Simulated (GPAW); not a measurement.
Worked example: self-consistent single point of CdAu (Pm-3m, 2 atoms in the cell) in GPAW.

Level of theory: PBEsol, GPAW PAW datasets PBEsol (made by gpaw-setup) (plane waves; GPAW).

The change in words: lattice scaled by 0.98. Reference geometry:
```
CdAu
1.0
    3.33811     0.00000     0.00000
    0.00000     3.33811     0.00000
    0.00000     0.00000     3.33811
Cd Au
1 1
Cartesian
  0.00000   0.00000   0.00000
  1.66905   1.66905   1.66905
```

Reference input (self-consistent single point, DFT PBEsol, plane waves, GPAW PAW datasets PBEsol (made by gpaw-setup)): mode = pw; ecut = 600 eV; xc = PBEsol; kpts = 7 7 7; mesh shift (steps) = 0 0 0; occupations.name = methfessel-paxton; occupations.width = 0.272 eV; occupations.order = 0; nbands = -6; convergence.forces = 0.001 eV/Å; symmetry.symmorphic = false; symmetry.tolerance = 0.0005. This run's input differs from it in these lines:

```diff
@@ -5,7 +5,7 @@
 atoms = Atoms(['Cd', 'Au'],
-              cell=[[3.338105, 0.000000, 0.000000],
-                    [0.000000, 3.338105, 0.000000],
-                    [0.000000, 0.000000, 3.338105]],
+              cell=[[3.271343, 0.000000, 0.000000],
+                    [0.000000, 3.271343, 0.000000],
+                    [0.000000, 0.000000, 3.271343]],
               positions=[[0.000000, 0.000000, 0.000000],
-                         [1.669053, 1.669053, 1.669053]],
+                         [1.635671, 1.635671, 1.635671]],
               pbc=True)
```

Output, abridged:

```
     iter     time        total  log10-change:
                         energy   eigst   dens  force
iter:   1 --:--:--    -6.070514
iter:   2 --:--:--    -5.989455   -1.90  -1.35
iter:   3 --:--:--    -5.934492   -1.13  -1.38
iter:   4 --:--:--    -5.716945   -2.52  -1.66
iter:   5 --:--:--    -5.829467   -1.42  -1.92
iter:   6 --:--:--    -5.636254   -2.03  -1.81
iter:   7 --:--:--    -5.651569   -3.47  -2.63
iter:   8 --:--:--    -5.627865   -2.53  -2.33
iter:   9 --:--:--    -5.626606   -3.99  -3.15
iter:  10 --:--:--    -5.626278c  -4.77  -3.00
iter:  11 --:--:--    -5.625929c  -4.24  -3.38
iter:  12 --:--:--    -5.625871c  -5.50  -3.68
iter:  13 --:--:--    -5.625870c  -7.77c -4.36c
iter:  14 --:--:--    -5.625871c  -7.24  -4.54c
iter:  15 --:--:--    -5.625871c  -8.56c -4.88c -20.48c
Converged after 15 iterations.

Dipole moment: (-0.000003, -0.000003, -0.000003) |e|*Ang

Energy contributions relative to reference atoms: (reference = -668557.966072)

Kinetic:         -0.473542
Potential:       +1.387381
External:        +0.000000
XC:              -6.764206
Entropy (-ST):   -0.017538
Local:           +0.233265
SIC:             +0.000000
--------------------------
Free energy:     -5.634640
Extrapolated:    -5.625871

Showing only first 2 kpts
 Kpt  Band  Eigenvalues  Occupancy
  0     9      6.15488    2.00000
  0    10      6.15488    2.00000
  0    11     14.75659    0.00000
  0    12     14.75659    0.00000

  1     9      5.90993    2.00000
  1    10      6.10156    2.00000
  1    11     12.65189    0.00000
  1    12     15.44420    0.00000

Fermi level: 10.01599

No gap
No difference between direct/indirect transitions
Energy (eV): -5.625871

Forces in eV/Ang:
  0 Cd    0.00000    0.00000    0.00000
  1 Au   -0.00000   -0.00000   -0.00000

Stress tensor:
    -0.034448     0.000000     0.000000
     0.000000    -0.034448     0.000000
     0.000000     0.000000    -0.034448
Stress (GPa, Voigt): [-5.5191 -5.5191 -5.5191  0.      0.      0.    ]
```

The run converged in 15 iterations. GPAW prints stress with tension positive. Against the reference run the free energy rises by 9.6 meV/atom and the pressure goes from -2.26 to 5.52 GPa.

The starting cell comes from a database of computed structures (which also holds hypothetical and non-ambient phases and stackings), without a prior relaxation at this level. Its lattice was rescaled by a random factor within 2.5 % of one. For this run, on top of that: lattice scaled by 0.98. With a pressure of about 6 GPa the cell is away from its equilibrium volume at this level.
